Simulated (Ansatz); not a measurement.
Data:

```yaml
crystal:
  lattice:
    - [3.54558, 0.00000, 0.00000]
    - [-1.77279, 3.01036, 0.00000]
    - [0.00000, 0.00000, 5.47151]
  atoms:
    - { symbol: Tl, position: [0.67018, 0.34037, 0.75000] }
    - { symbol: Tl, position: [0.32982, 0.65963, 0.25000] }
```

No spin polarisation.

Level of theory: PBEsol (Ansatz, a first-principles code, PAW, scalar-relativistic without spin-orbit coupling). Γ-centred 19×19×11 mesh, Fermi–Dirac width 0.1 eV.

**Question.** Predict the band gap and pressure.

**Answer.** 
- Band gap: zero
- Pressure (mean of the normal stresses, compression positive): -0.6 GPa

The cells carry an imposed strain or load. Whether these cells are dynamically stable was not tested. The cell was made from Tl in the hcp (Mg type) structure (space group P6_3/mmc, No. 194) by this change: uniaxial strain ε_xx = +2.00 %.
